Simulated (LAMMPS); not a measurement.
MD of Pt (fcc) at zero pressure, 2048 atoms, as a liquid; each row is its own run.

All values are model results, not measurements: classical MD, pair style meam, file library.meam (library.meam-Pt), run in LAMMPS.

```csv
T (K),D(Pt) (cm²/s)
1840,1.68e-5
2040,2.31e-5
2550,4.47e-5
2860,5.56e-5
```

Question: Fit an Arrhenius law, ln y = a + b / x, to these rows (x is the first column, y the second) and predict the run at x = 2250.

Answer: Least squares gives a = -7.5778 and b = -6292. The slope times kB gives an activation energy of 0.54 eV. At x = 2250 the fit predicts 3.12e-5 cm²/s. The run itself gave (3.13 ± 0.05) × 10^-5 cm²/s, so the fit is 0.32 % low, within the run's error.

Caution: the potential MEAM library.meam-Pt is a first-neighbour MEAM set with a 4 Å cutoff, used here without a parameter file and away from the static properties it was fitted to.

Errors of D are the spread over four groups of atoms in one short run; a floor of about 5 %, a picked value, is safer.
